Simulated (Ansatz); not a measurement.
InAlSb2 (P-4m2, No. 115, 4 atoms in the cell; start mp-1228890), treated with r²SCAN0 in Ansatz (plane waves, PAW).

Numerical settings: plane-wave cutoff 520 eV, 6×6×4 k mesh (along the axes of the cell as run), Fermi–Dirac smearing 0.01 eV, scalar-relativistic PAW data made under PBE.

Cell (relaxed with PBEsol):

```yaml
crystal:
  lattice:
    - [4.47772, 0.00000, 0.00000]
    - [0.00000, 4.47772, 0.00000]
    - [0.00000, 0.00000, 6.33100]
  atoms:
    - { symbol: Al, position: [0.00000, 0.00000, 0.00000] }
    - { symbol: In, position: [0.50000, 0.50000, 0.50000] }
    - { symbol: Sb, position: [0.00000, 0.50000, 0.23348] }
    - { symbol: Sb, position: [0.50000, 0.00000, 0.76652] }
```

**Question.** What does this level give for the band gap and smallest direct gap on the k points sampled?

**Answer.** 
- band gap: 2.08 eV (on the SCF k mesh)
- smallest direct gap on the k points sampled: 2.10 eV

Note: cell and atoms aren't relaxed at this level (pressure -0.3 GPa).

Spin–orbit coupling is not included; with these elements it can move the gap by several tenths of an eV or more.

Computed values are for the static lattice.

Cost on a shared machine: roughly 4 core-minutes.

A start named mp-… is a Materials Project structure, which need not be a measured phase.

Ansatz is a quantum-chemistry and plane-wave program.
